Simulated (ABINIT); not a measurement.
A self-consistent single point of CdPd (P1, 2 atoms in the cell) with ABINIT.

Method: LDA (PW92), PAW (JTH v2.0 LDA PAW) (plane waves; ABINIT).

The change in words: lattice scaled by 0.98. Reference geometry:
```
CELL_PARAMETERS angstrom
      3.03726     0.00000     0.00000
      0.00000     3.03726     0.00000
      0.00000     0.00000     3.69349
ATOMIC_POSITIONS crystal
  Cd 0.98910 0.00840 0.99958
  Pd 0.51090 0.49160 0.50042
```

Reference input (self-consistent single point, DFT, LDA (PW92), plane waves, PAW (JTH v2.0 LDA PAW)): pseudos = [Cd.LDA_PW-JTH.xml, Pd.LDA_PW-JTH.xml]; ecut = 24 Ha; pawecutdg = 48 Ha; pawxcdev = 0; ixc = 7; occopt = 3; tsmear = 0.1 eV; ngkpt = 9 9 8; nshiftk = 1; shiftk = 0 0 0; potentials = JTH v2.0 LDA PAW; nband = 21. This run's input differs from it in these lines:

```diff
@@ -3,3 +3,3 @@
 pseudos "Cd.LDA_PW-JTH.xml, Pd.LDA_PW-JTH.xml"
-acell 5.7395895693 5.7395895693 6.9796845440
+acell 5.6247981558 5.6247981558 6.8400904752
 rprim
```

Output, abridged:

```
--- !BeginCycle
solver: {iscf: 17, nstep: 80, nline: 4, wfoptalg: 10, }
tolerances: {tolvrs: 1.00E-10, }
...

     iter   Etot(hartree)      deltaE(h)  residm     nres2
 ETOT  1  -167.57492487687    -1.676E+02 7.721E+01 1.829E+02
 ETOT  2  -176.83236184352    -9.257E+00 2.240E-01 6.235E+01
 ETOT  3  -176.79784834837     3.451E-02 1.642E-01 2.329E+01
 ETOT  4  -176.80039139142    -2.543E-03 1.352E-01 1.632E+01
 ETOT  5  -176.79533578584     5.056E-03 1.370E-01 1.110E+01
   [... 17 lines left out ...]
 ETOT 23  -176.78991705801    -1.084E-09 2.381E-02 3.420E-09
 ETOT 24  -176.78991705837    -3.654E-10 1.568E-02 5.093E-10
 ETOT 25  -176.78991705854    -1.666E-10 7.542E-03 1.121E-10
 ETOT 26  -176.78991705863    -9.027E-11 4.622E-03 3.321E-11
 At SCF step   26       nres2   =  3.32E-11 < tolvrs=  1.00E-10 =>converged.

 Cartesian components of stress tensor (hartree/bohr^3)
  sigma(1 1)=  4.30739145E-05  sigma(3 2)=  6.37580648E-07
  sigma(2 2)=  4.06001131E-05  sigma(3 1)= -8.47948981E-07
  sigma(3 3)=  1.79584853E-05  sigma(2 1)=  8.05344179E-06

 ----iterations are completed or convergence reached----

 reduced coordinates (array xred) for    2 atoms
       0.989104000000      0.008401000000      0.999580000000
       0.510896000000      0.491599000000      0.500420000000
 cartesian forces (eV/Angstrom) at end:
    1      0.30546292104830    -0.23470446804169     0.02178995314672
    2     -0.30546292104830     0.23470446804169    -0.02178995314672
 frms,max,avg= 2.2276189E-01 3.0546292E-01   7.979E-04 -2.938E-03  7.065E-04 e/A
   [... lines left out ...]
 Fermi (or HOMO) energy (hartree) =   0.39475   Average Vxc (hartree)=  -0.44699
   [... lines left out ...]
'-kT*entropy'       : -6.80918763624376E-04
total_energy        : -1.76789912084916E+02
total_energy_eV     : -4.81069816031830E+03
...

-Cartesian components of stress tensor (GPa)         [Pressure= -9.9671E-01 GPa]
- sigma(1 1)=  1.26727810E+00  sigma(3 2)=  1.87582671E-02
- sigma(2 2)=  1.19449637E+00  sigma(3 1)= -2.49475161E-02
- sigma(3 3)=  5.28356791E-01  sigma(2 1)=  2.36940398E-01

 Calculation completed.
```

The run converged in 26 iterations. Against the reference run the free energy drops by 30.3 meV/atom, the pressure goes from -8.72 to -1.00 GPa and the largest force goes from 0.287 to 0.386 eV/Å.

The starting cell comes from a database of computed structures (which also holds hypothetical and non-ambient phases and stackings), without a prior relaxation at this level. Its atoms were displaced at random from the sites of space group no. 123. For this run, on top of that: lattice scaled by 0.98. Spin polarisation is off.

Cost on one core of a shared machine: roughly 9 min.
